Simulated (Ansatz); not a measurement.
**How far PBE and r2SCAN part for SiC, isotropic strain +1.21 %**

Take SiC (space group P6_3mc, No. 186; a = 3.095 Å, c = 15.186 Å) as the base.

(Cell as relaxed with PBE.)

Levels (all Ansatz, an electronic-structure program, PAW, earlier PAW set): PBE (420 eV, without spin-orbit coupling); r2SCAN (500 eV, no SOC).

Each level relaxes its own structure.

| base | PBE | r2SCAN |
|---|---|---|
| volume per atom | 10.50 Å³ | 10.33 Å³ |
| lattice parameter a | 3.095 Å | 3.079 Å |

It is then changed as follows: every lattice vector is stretched by 1.21 %, atoms relaxed at fixed cell.

| quantity | PBE | r2SCAN |
|---|---|---|
| pressure (mean of the normal stresses, compression positive) | -7.17 GPa | -7.66 GPa |
| energy relative to the base (free energy F) | +8.9 meV/atom | +9.4 meV/atom |

PBE's pressure lies 0.49 GPa above r2SCAN's; PBE's energy relative to the base lies 0.5 meV/atom below r2SCAN's. Neither level is exact; r2SCAN is the comparison here, not a measurement.

Stability against distortions was not tested.
